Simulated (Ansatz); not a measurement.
Consider CaC2 (space group C2/c, No. 15; a cell from a computed database, its experimental status unchecked).

```
CELL_PARAMETERS angstrom
      3.26011    -2.04177     0.00000
      3.26011     2.04177     0.00000
     -2.01923     0.00000     7.00570
ATOMIC_POSITIONS crystal
  Ca 0.17201 0.82799 0.75000
  Ca 0.82799 0.17201 0.25000
  C  0.42483 0.14540 0.56077
  C  0.57517 0.85460 0.43923
  C  0.85460 0.57517 0.93923
  C  0.14540 0.42483 0.06077
```

Cartesian axes are those of the cell as printed.

Now apply this change: tensile biaxial strain of 0.89 % in the plane normal to [001], as in epitaxy on a mismatched substrate; the out-of-plane cell vector and the atoms relax.

Levels (all Ansatz, a program for electronic structure, PAW): PBEsol (420 eV, no spin-orbit coupling); r2SCAN (500 eV, no spin-orbit coupling).

The geometry is relaxed with PBEsol.

* **PBEsol pressure**: -0.42 GPa
* **PBEsol smallest direct gap**: 2.43 eV
* **PBEsol lowest conduction level above the VBM at special points**: Y₂ 1.70 eV; L₂ 2.54 eV; Γ 3.11 eV; M₂ 3.13 eV

Q: How does going to r2SCAN change the pressure, smallest direct gap and lowest conduction level above the VBM at special points?

A: The pressure goes up by 1.12 GPa (-0.42 GPa → 0.70 GPa); the smallest direct gap rises by 0.45 eV, from 2.43 eV to 2.88 eV; the lowest conduction level above the VBM at special points goes from Y₂ 1.70 eV; L₂ 2.54 eV; Γ 3.11 eV; M₂ 3.13 eV to Y₂ 2.15 eV; L₂ 3.03 eV; Γ 3.58 eV; M₂ 3.60 eV.

Single points use the geometry relaxed with PBEsol. Their cutoffs differ, which shifts pressures a little. No phonon test of stability was made.
